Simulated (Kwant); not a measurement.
Computed with Kwant: Hückel tight-binding model, one pz orbital an atom, one spin, coherent transport at 0 K. Conductance is in e²/h.

Device: π system c1ccc(cc1)-c1cccc(c1)-c1ccccc1 between two chain leads. The π system is taken as planar. Atoms are numbered from 0 in the order of the SMILES. Site energies (eV, carbon 0): [0.0, 0.0, 0.0, 0.0, 0.0, 0.0, 0.0, 0.0, 0.0, 0.0, 0.0, 0.0, 0.0, 0.0, 0.0, 0.0, 0.0, 0.0]. Bonds (i, j, β in eV): (0,1,-2.4) (1,2,-2.4) (2,3,-2.4) (3,4,-2.4) (4,5,-2.4) (3,6,-2.4) (6,7,-2.4) (7,8,-2.4) (8,9,-2.4) (9,10,-2.4) (10,11,-2.4) (10,12,-2.4) (12,13,-2.4) (13,14,-2.4) (14,15,-2.4) (15,16,-2.4) (16,17,-2.4) (5,0,-2.4) (11,6,-2.4) (17,12,-2.4). Leads: chains of hopping −3.6 eV, joined by −0.48 eV to atoms 2 and 9.

Site energies and bond integrals are typed Hückel values.

Sweep values stay those of the base run.

One input was changed, with this effect: transmission at E = 0 0.00018 → 0.00071.

Q: Which change was it?
(A) contacts moved from atoms [2, 9] to [0, 11]
(B) contacts moved from atoms [2, 9] to [0, 1]
(C) contacts moved from atoms [2, 9] to [2, 13]
(D) contacts moved from atoms [2, 9] to [2, 8]
(E) contacts moved from atoms [2, 9] to [1, 5]
(F) contacts moved from atoms [2, 9] to [0, 8]

A: B, contacts moved from atoms [2, 9] to [0, 1]
